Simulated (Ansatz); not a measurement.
```yaml
crystal:
  lattice:
    - [-5.34853, 3.44923, 0.00109]
    - [5.34853, 3.44923, -0.00109]
    - [0.00119, -3.44923, -5.79251]
  atoms:
    - { symbol: Ge, position: [0.67668, 0.49007, 0.41675] }
    - { symbol: Ge, position: [0.17668, 0.99007, 0.41675] }
    - { symbol: Si, position: [0.82350, 0.01135, 0.58485] }
    - { symbol: Si, position: [0.32350, 0.51135, 0.58485] }
    - { symbol: Ge, position: [0.73497, 0.42580, 0.91077] }
    - { symbol: Ge, position: [0.23497, 0.92580, 0.91077] }
    - { symbol: Ge, position: [0.76234, 0.07563, 0.08797] }
    - { symbol: Ge, position: [0.26234, 0.57563, 0.08797] }
    - { symbol: Ni, position: [0.53334, 0.03413, 0.31747] }
    - { symbol: Ni, position: [0.03334, 0.53413, 0.31747] }
    - { symbol: Ni, position: [0.97622, 0.45898, 0.68520] }
    - { symbol: Ni, position: [0.47622, 0.95898, 0.68520] }
    - { symbol: Ni, position: [0.77506, 0.77735, 0.80241] }
    - { symbol: Ni, position: [0.27506, 0.27735, 0.80241] }
    - { symbol: Ni, position: [0.71789, 0.72669, 0.19458] }
    - { symbol: Ni, position: [0.21789, 0.22669, 0.19458] }
```

The mixing enthalpy is taken against the end members in the MnP type type (which need not be the stable form of NiSi and NiGe), relaxed in the same cell and mesh.

Calculation: PBE (plane waves to 420 eV, PAW; Ansatz, a first-principles code). No spin–orbit coupling; the runs are not spin-polarised. Its k-point mesh 6×6×6, Fermi–Dirac width 0.05 eV.

Give the composition and order of this alloy cell, and its volume, bond lengths and mixing enthalpy.

A 16-atom cell of Ni(Si,Ge) started in the MnP type structure, site fractions Si 0.250, Ge 0.750, short-range order -0.33 in the first shell of the mixed sites (0 is random, a negative value favours unlike neighbours), space group Pm at the end.
| Item | Result |
|---|---|
| volume per atom | 13.36 Å³ |
| Ge–Ni bonds | 2.435 Å on average, from 2.346 to 2.565 (36) |
| Ni–Si bonds | 2.377 Å on average, from 2.280 to 2.455 (12) |
| mixing enthalpy per site of the mixed sublattice | 15 meV |
| departure of the mean lattice parameter from Vegard's line | under 0.15 %, inside the noise of the relaxations |
